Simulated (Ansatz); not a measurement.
Band structure of Sr4As2O (I4/mmm, 7 atoms in the cell).

```xyz
7
Lattice="-2.4359 2.4359 8.1981 2.4359 -2.4359 8.1981 2.4359 2.4359 -8.1981" Properties=species:S:1:pos:R:3 pbc="T T T"
Sr     0.0000     0.0000    11.0398
Sr     0.0000     0.0000     5.3565
Sr     0.0000     2.4359     0.0000
Sr     2.4359     0.0000     0.0000
As     0.0000     0.0000    14.1692
As     0.0000     0.0000     2.2271
O      0.0000     0.0000     8.1981
```

Computed with PBEsol, PAW files made with PBE (plane waves; Ansatz, a first-principles code).

Settings: kpoints.mp_grid.grid = 4 4 4; hamiltonian.xc = pbesol; hamiltonian.pseudopotentials = {kind: paw} (an earlier, softer set of the program's PAW files); scf.occupations.method = fixed; kpoints.band_path.npoints = 8.

The starting cell comes from a database of computed structures (which also holds hypothetical and non-ambient phases and stackings), without a prior relaxation at this level. Its lattice was rescaled by a random factor within 2.5 % of one.

Question: Predict the gap along the standard path and the places of the band edges.

Answer: The gap along the path is 1.13 eV, from Γ to Z; the smallest direct gap on it is 1.20 eV.

Levels in eV from the top of the valence band on the path, bands 35 to 42:
| point | 35 | 36 | 37 | 38 | 39 | 40 | 41 | 42 |
|---|---|---|---|---|---|---|---|---|
| Γ | -0.66 | -0.01 | -0.01 | 0.00 | 1.39 | 1.59 | 2.02 | 2.04 |
| X | -1.06 | -0.81 | -0.80 | -0.77 | 1.81 | 2.23 | 2.94 | 3.25 |
| Y | -1.12 | -0.80 | -0.79 | -0.73 | 1.83 | 2.24 | 3.00 | 3.17 |
| S | -1.19 | -0.84 | -0.55 | -0.48 | 2.37 | 2.69 | 2.76 | 3.46 |
| Z | -0.71 | -0.71 | -0.07 | -0.07 | 1.13 | 1.61 | 2.08 | 2.46 |
| S1 | -1.19 | -0.84 | -0.55 | -0.48 | 2.37 | 2.69 | 2.76 | 3.46 |
| N | -1.10 | -0.83 | -0.59 | -0.56 | 2.47 | 2.69 | 2.86 | 3.17 |
| P | -0.92 | -0.92 | -0.84 | -0.75 | 2.00 | 2.00 | 2.96 | 3.23 |
| Y1 | -1.12 | -0.80 | -0.79 | -0.73 | 1.83 | 2.24 | 3.00 | 3.17 |

Keys are those of Ansatz 0.2.
